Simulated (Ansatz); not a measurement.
Consider GaAs in the zinc blende structure (space group F-43m, No. 216).

```yaml
crystal:
  lattice:
    - [0.00000, 2.83335, 2.83335]
    - [2.83335, 0.00000, 2.83335]
    - [2.83335, 2.83335, 0.00000]
  atoms:
    - { symbol: Ga, position: [0.00000, 0.00000, 0.00000] }
    - { symbol: As, position: [0.25000, 0.25000, 0.25000] }
```

Cartesian axes are those of the cell as printed.

The values are results of r2SCAN (Ansatz, a quantum-chemistry and plane-wave program, PAW, spin-orbit coupling left out), not measurements.

The change: the cell is compressed by 2.50 % along z with no lateral relaxation; the atoms relax in the strained cell.

Q: Predict the stress tensor and what it implies for the stiffness.

A: Stress of the strained cell less that of the base (GPa, compression positive):
```
   1.39    0.00    0.00
   0.00    1.39    0.00
   0.00    0.00    3.02
```

Then −Δσ_ii/ε with ε = -0.0250 gives secant stiffness values (nonlinear terms included at this strain): C33 ≈ 121 GPa, C13 ≈ 55 GPa and C23 ≈ 55 GPa.

As a check, the harmonic strain energy −½ V₀ Δσ:ε is 5.4 meV/atom; the computed energy rise is 5.3 meV/atom.

Stability against distortions was not tested.
